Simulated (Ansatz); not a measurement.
Checking a run of Ansatz (a program for electronic structure) on Tl2S (Pn-3m, 6 atoms in the cell). The aim is a self-consistent single point with DFT, PBE, plane waves, default PAW files.

Cell that was meant: a = 7.1267 Å, b = 7.1267 Å, c = 7.1267 Å, α = 90.00°, β = 90.00°, γ = 90.00°.

Part of the input:

Ansatz 0.2 input:
```yaml
    - [0.000000, 7.126728, 0.000000]
    - [0.000000, 0.000000, 7.126728]
  atoms:
    - { symbol: Tl, position: [5.345046, 5.345046, 5.345046] }
    - { symbol: Tl, position: [5.345046, 1.781682, 1.781682] }
    - { symbol: Tl, position: [1.781682, 5.345046, 1.781682] }
    - { symbol: Tl, position: [1.781682, 1.781682, 5.345046] }
    - { symbol: S, position: [0.000000, 0.000000, 0.000000] }
    - { symbol: S, position: [3.563364, 3.563364, 3.563364] }
kpoints:
  mp_grid: { grid: [3, 3, 3] }
hamiltonian:
```

Output (repeated stretches shortened):

```
WARN basis.ecutwfc = 420 eV, the default
WARN ansatz: RAYON_NUM_THREADS=1 ignored (pool sized by the plan → 1); use --threads N
   [... lines left out ...]
Symmetry: 6 space group operations
Space group: R3m (ITA 160), of the structure as read, at distance tolerance 7.1e-5 Å
k-points: 6 of 27 (time reversal used)
Initial density: superposition of atomic densities (neutral atoms: chi_scale 0, normalization atom), corrected by the library's trained network
Initial wavefunctions: pseudopotential atomic-orbital guess
Eigensolver: davidson
Functional: x = pbe(κ = 0.804, μ = 0.2195149727645171), c = pbe(β = 0.06672455060314922)
SCF iter   1: F=—  HF=-47579.164044 eV  |F-HF|=—  |Δ(HF+E_count)|=         —  Δρ=7.42e-3  dr2=9.13e-1  ethr=1.77e-3  ⟨swp⟩=6.5  Hψ=861  notcnv=0
all-band conjugate gradients solve this SCF's bands
preconditioner: auto → Resta (q_TF=auto, 2.044 Å⁻¹)
SCF iter   2: F=—  HF=-47579.144615 eV  |F-HF|=—  |Δ(HF+E_count)|=   1.94e-2  Δρ=9.65e-3  dr2=1.21e0  ethr=1.43e-3  ⟨swp⟩=2.3  Hψ=392  notcnv=0
   [... lines left out ...]
SCF iter   7: F=—  HF=-47579.049556 eV  |F-HF|=—  |Δ(HF+E_count)|=   3.73e-5  Δρ=2.21e-5  dr2=7.19e-6  ethr=7.24e-7  ⟨swp⟩=2.0  Hψ=249  notcnv=0
SCF iter   8: F=—  HF=-47579.049834 eV  |F-HF|=—  |Δ(HF+E_count)|=   2.78e-4  Δρ=6.82e-6  dr2=3.53e-7  ethr=1.12e-8  ⟨swp⟩=2.3  Hψ=343  notcnv=0
SCF iter   9: F=-47579.049834 eV  HF=-47579.049834 eV  |F-HF|=1.10e-8  |Δ(HF+E_count)|=   6.33e-8  Δρ=1.69e-6  dr2=1.45e-8  ethr=1.56e-10  ⟨swp⟩=6.0  Hψ=996  notcnv=0
SCF 1 converged in 9 iterations: F = -47579.049834 eV  dr2 = 1.45e-8
Free energy (F): -47579.049834 eV
Internal energy: -47578.981229 eV  (E = F + TS)
E sigma→0 (E₀):  -47579.015532 eV
Entropy (-TS):   -0.068605 eV (-11.434 meV/atom)
Fermi energy:    2.065451 eV
--- Forces (eV/Å), atoms counted from 1 ---
  atom   1  Tl    -0.25502961    -0.25502961    -0.25502961
  atom   2  Tl    -0.77760210     0.89131892     0.89131892
  atom   3  Tl     0.89131892    -0.77760210     0.89131892
  atom   4  Tl     0.89131892     0.89131892    -0.77760210
  atom   5  S     -0.20852028    -0.20852028    -0.20852028
  atom   6  S     -0.54149703    -0.54149703    -0.54149703
--- Stress (GPa, compression-positive) ---
        0.135498       0.010249       0.010249
        0.010249       0.135498       0.010249
        0.010249       0.010249       0.135498
  P = ⅓ Tr σ = 0.1355 GPa (1.355 kbar)
  The stress holds the Pulay correction. Without it, at fixed plane waves, as pw.x and ABINIT print it: P = 0.1209 GPa
```

**Question.** Can these results be used? Check the input.

**Answer.** The run is not sound. The fault is fractional and Cartesian coordinates mixed up. The same three numbers mean different points as fractional and as Cartesian coordinates. To fix it, make label and numbers agree, by changing either. The run converged in 9 iterations without an error; against the sound input the free energy goes up by 111 meV/atom, the pressure goes from -1.23 to 0.14 GPa, the largest force goes from 0.000 to 1.481 eV/Å and the gap on the mesh goes from 0.429 to 0.466 eV.

An input that runs soundly differs in these lines (not the only fix; some lines may just follow from the change or write a value another way):
```diff
-    - { symbol: Tl, position: [5.345046, 5.345046, 5.345046] }
-    - { symbol: Tl, position: [5.345046, 1.781682, 1.781682] }
-    - { symbol: Tl, position: [1.781682, 5.345046, 1.781682] }
-    - { symbol: Tl, position: [1.781682, 1.781682, 5.345046] }
+    - { symbol: Tl, position: [0.750000, 0.750000, 0.750000] }
+    - { symbol: Tl, position: [0.750000, 0.250000, 0.250000] }
+    - { symbol: Tl, position: [0.250000, 0.750000, 0.250000] }
+    - { symbol: Tl, position: [0.250000, 0.250000, 0.750000] }
-    - { symbol: S, position: [3.563364, 3.563364, 3.563364] }
+    - { symbol: S, position: [0.500000, 0.500000, 0.500000] }
```

With that input, the run converged in 8 iterations: free energy E − TS (on the zero of these files) -47579.7170 eV; gap on the k-point mesh 0.43 eV; pressure -1.23 GPa (DFT, PBE, plane waves, default PAW files).

On the sound input: the starting cell was generated: these elements placed on a structure prototype, without a prior relaxation; it need not be a known phase or ordering of this composition. Its lattice was rescaled by a random factor within 2.5 % of one. Spin-orbit coupling is off. Ansatz's pressure includes its estimate of the finite-basis (Pulay) stress.
